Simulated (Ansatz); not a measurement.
**Response to strain in Rh**

Base system: Rh in the fcc (Cu type) structure (space group Fm-3m, No. 225; a = 3.7551 Å; relaxed with 0.1 eV smearing). Axes: x, y, z lie along the cube axes.

Strains are applied to the cell and any free atomic positions relax; under biaxial strain the out-of-plane vector relaxes too.

Calculations: LDA (Ansatz, an electronic-structure program; PAW; 420 eV plane waves; no SOC).

Notes on the quantities. energy relative to the base: free energy F.

```tsv
biaxial strain, plane normal [001], relaxed out of plane (%)	energy relative to the base (meV/atom)
-3	42.7
-2.5	29.2
-2	18.4
-1.5	10.2
-1	?
-0.5	1.1
0	0.0
```

### Question
Fit ΔE = Aε² + Bε³ (ε in %) to the rows shown and predict the withheld row.

### Answer
Least squares on the printed values gives A = 4.32 and B = -0.14 meV/atom (largest residual 0.0 meV/atom); this predicts 4.5 meV/atom, and the run gives 4.4 meV/atom, in agreement.

Whether these cells are dynamically stable was not tested. All final runs are without spin polarisation.
